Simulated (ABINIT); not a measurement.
Input and output of a band-structure calculation for TlCl (Pm-3m, 2 atoms in the cell) (ABINIT).

Method of the run: PBE, norm-conserving pseudopotentials (PseudoDojo nc-sr-05 PBE standard) (plane waves; ABINIT).

The input file:

```
# TlCl, PseudoDojo nc-sr-05 PBE standard
pp_dirpath "./"
pseudos "Tl.upf, Cl.upf"
acell 3*1.0
rprim
         7.2565483186    0.0000000000    0.0000000000
         0.0000000000    7.2565483186    0.0000000000
         0.0000000000    0.0000000000    7.2565483186
natom 2
ntypat 2
znucl 81 17
typat 1 2
xcart
         0.0000000000    0.0000000000    0.0000000000
         3.6282741593    3.6282741593    3.6282741593
ecut 30 Ha
occopt 3
tsmear 0.02 eV
nband 15
kptopt 1
ngkpt 7 7 7
nshiftk 1
shiftk 0 0 0
nstep 50
tolvrs1 1.0e-11
ndtset 2
prtden1 1
getden2 1
iscf2 -2
kptopt2 -5
ndivsm2 4
kptbounds2
       0.00000000  0.00000000  0.00000000  # G
       0.00000000  0.50000000  0.00000000  # X
       0.50000000  0.50000000  0.00000000  # M
       0.00000000  0.00000000  0.00000000  # G
       0.50000000  0.50000000  0.50000000  # R
       0.00000000  0.50000000  0.00000000  # X
nband2 19
nbdbuf2 2
tolwfr2 1.0e-12
prtwf 0
enunit 2
```

Output (repeated stretches shortened):

```
--- !BeginCycle
solver: {iscf: 7, nstep: 50, nline: 4, wfoptalg: 0, }
tolerances: {tolvrs: 1.00E-11, }
...

     iter   Etot(hartree)      deltaE(h)  residm     vres2
 ETOT  1  -76.714564811503    -7.671E+01 5.421E-01 1.379E+02
 ETOT  2  -77.032505899132    -3.179E-01 1.514E-02 2.600E+01
 ETOT  3  -77.040135529020    -7.630E-03 3.494E-03 8.710E-01
 ETOT  4  -77.040196843929    -6.131E-05 2.591E-03 3.671E-02
 ETOT  5  -77.040201988468    -5.145E-06 6.974E-04 5.945E-04
   [... 2 lines left out ...]
 ETOT  8  -77.040202044790    -2.406E-10 7.587E-04 3.475E-08
 ETOT  9  -77.040202044800    -9.052E-12 6.246E-04 3.785E-10
 ETOT 10  -77.040202044800    -5.116E-13 5.115E-04 3.124E-11
 ETOT 11  -77.040202044799     8.527E-13 3.508E-04 3.695E-13
 At SCF step   11       vres2   =  3.70E-13 < tolvrs=  1.00E-11 =>converged.

 Cartesian components of stress tensor (hartree/bohr^3)
  sigma(1 1)= -3.64006206E-05  sigma(3 2)=  0.00000000E+00
  sigma(2 2)= -3.64006206E-05  sigma(3 1)=  0.00000000E+00
  sigma(3 3)= -3.64006206E-05  sigma(2 1)=  0.00000000E+00

 ----iterations are completed or convergence reached----

   [... lines left out ...]
 Fermi (or HOMO) energy (hartree) =   0.13480   Average Vxc (hartree)=  -0.34326
 Fermi (or HOMO) energy (eV) =   3.66801   Average Vxc (eV)=  -9.34066
total_energy        : -7.70402020447992E+01
-Cartesian components of stress tensor (GPa)         [Pressure=  1.0709E+00 GPa]
 Unit cell volume ucvol=  3.8211165E+02 bohr^3
   [... lines left out ...]
 Non-SCF case, kpt   28 (  0.00000  0.50000  0.00000), residuals and eigenvalues=
  2.68E-13  2.79E-13  8.40E-13  9.85E-13  7.47E-13  2.82E-13  3.34E-13  7.23E-13
  3.83E-13  3.88E-13  5.61E-13  3.63E-13  3.53E-13  3.16E-13  5.57E-13  9.15E-13
  2.16E-13  4.47E-08  7.34E-06
 -4.0032E-01 -2.6815E-01 -2.6268E-01 -2.6268E-01 -2.6258E-01 -2.5949E-01
 -1.0313E-01  5.6374E-02  5.6374E-02  9.5876E-02  1.7286E-01  3.3677E-01
  3.3677E-01  4.1748E-01  5.1909E-01  6.0542E-01  6.0573E-01  6.4708E-01
  6.7027E-01

 scprqt:  WARNING -
  nstep=   50 was not enough non-SCF iterations to converge;
  maximum residual=  3.719E-12 exceeds tolwfr=  1.000E-12

 ----iterations are completed or convergence reached----

 reduced coordinates (array xred) for    2 atoms
       0.000000000000      0.000000000000      0.000000000000
       0.500000000000      0.500000000000      0.500000000000

 Calculation completed.
```

The run ended unconverged in one of its stages. 

The starting cell has typed, rounded lattice constants, without a prior relaxation at this level.
